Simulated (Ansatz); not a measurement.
The reference is HgS (space group P3_221, No. 154; a = 4.139 Å, c = 9.408 Å; made of chains).

Computed with Kohn–Sham DFT with the PBEsol functional, run in Ansatz (a quantum-chemistry and plane-wave program) with PAW and 420 eV plane waves, spin-orbit coupling left out.

Base values:

```
Property               Value
-------------------  -------
c/a ratio              2.273
Lattice parameter a  4.139 Å
```

Modification: a hydrostatic pressure of 7 GPa.

Estimate the effect on the c/a ratio and lattice parameter a.

The c/a ratio increases by 0.087 to 2.360; the lattice parameter a falls by 0.254 Å, from 4.139 Å to 3.885 Å.

Load acts through the strain it causes; cell and atoms are relaxed under it. Stability against distortions was not tested. No other phases were tried under pressure. No dispersion term is included in the PBEsol runs.
